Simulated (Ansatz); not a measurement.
The reference is SrZnAsF (space group P4/nmm, No. 129; a cell from a computed database, its experimental status unchecked).

SrZnAsF has the tetragonal space group P4/nmm, origin choice 1 (No. 129), Pearson symbol tP8. Cell: a = 4.098 Å, b = 4.098 Å, c = 9.123 Å, α = 90.00°, β = 90.00°, γ = 90.00°. Sr on 2c is surrounded by 4 F at 2.480 Å and 4 As at 3.325 Å. Zn on 2b is coordinated by 4 As at 2.560 Å and 4 Zn at 2.898 Å. As on 2c is coordinated by 4 Zn at 2.560 Å and 4 Sr at 3.325 Å. F on 2a sees 4 Sr at 2.480 Å (tetrahedral). (Neighbours: up to the widest gap in distance over summed covalent radii, below 1.35, at either atom; cation-cation and far metal-metal contacts left out.)

Method: r2SCAN/PAW in Ansatz (a first-principles code), spin-orbit coupling left out.

Base values:

The lattice parameter a is 4.098 Å.

Now apply this change: Bi takes the place of As on all its sites, then cell and atoms are relaxed.

What happens to the lattice parameter a?

The lattice parameter a increases by 0.2693 Å, from 4.098 Å to 4.368 Å.

With Bi present, leaving out spin-orbit coupling can change the band edges. No phonon test of stability was made. As relaxed here, SrZnBiF is a hypothetical phase, not in the database extracts checked.
